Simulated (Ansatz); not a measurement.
Partial pair distribution functions of a relaxed model of amorphous W₁₆O₄₆, broadened by 0.06 Å; density 5.92 g/cm³. Method: PBE, scalar-relativistic without spin-orbit coupling (plane waves to 420 eV, PAW; Ansatz, a program for electronic structure). The usual formal charges leave 4 electrons over, so the level spacing at the Fermi energy parts defect or band states and needn't be the band gap.

The cell was made by melting and quenching with the CHGNet potential and then relaxed with DFT. O atoms were pushed apart under 1.9 Å during the dynamics, to hinder bonds among them. The hot cell started wider than the set density and was brought back towards it in steps. It is the lowest in DFT energy of 2 quenches. It is a model cell: composition and starting density were chosen by hand, and all elements were melted together. No dispersion term was used. Its density started from a set value of 5.88 and ended at 5.92 g/cm³. Cooling (nominally 150 K/ps over its main leg) ran many orders faster than in experiment, which tends to leave more defects and strain. Values belong to this one cell and scatter from quench to quench. The volume was free in the relaxation, at fixed shape. Stress components on the final sampling reach 1.3 GPa. On a 2×2×2 Γ-centred mesh force components of up to 0.33 eV/Å stay, since the relaxation ran on the zone centre alone.

```tsv
r (Å)	g W-O	g W-W	g O-O
1.50	0.01	0.00	0.00
1.60	0.49	0.00	0.00
1.70	2.98	0.00	0.00
1.80	6.88	0.00	0.00
1.90	7.92	0.00	0.00
2.00	4.33	0.00	0.00
2.10	2.02	0.00	0.00
2.20	0.84	0.00	0.00
2.30	0.43	0.00	0.03
2.40	0.16	0.00	0.47
2.50	0.08	0.00	1.45
2.60	0.07	0.00	2.26
2.70	0.08	0.00	3.02
2.80	0.01	0.00	3.74
2.90	0.00	0.11	2.35
3.00	0.04	1.15	1.45
3.10	0.22	1.30	1.04
3.20	0.22	0.73	0.80
3.30	0.25	0.08	0.65
3.40	0.37	0.18	0.57
3.50	0.58	1.14	0.73
3.60	0.96	2.53	0.67
3.70	0.77	4.45	0.57
3.80	0.74	3.87	0.80
3.90	1.32	1.39	0.85
4.00	1.43	0.32	0.75
4.10	1.44	0.11	0.68
4.20	1.61	0.41	0.59
4.30	1.59	0.41	0.75
4.40	1.52	0.17	0.74
4.50	1.38	0.22	0.78
4.60	1.42	0.45	0.76
4.70	1.18	0.66	0.89
4.80	1.06	0.57	0.95
4.90	0.82	1.03	1.03
5.00	0.54	1.39	1.28
```

Within 2.50 Å each W has 5.31 O neighbours on average.
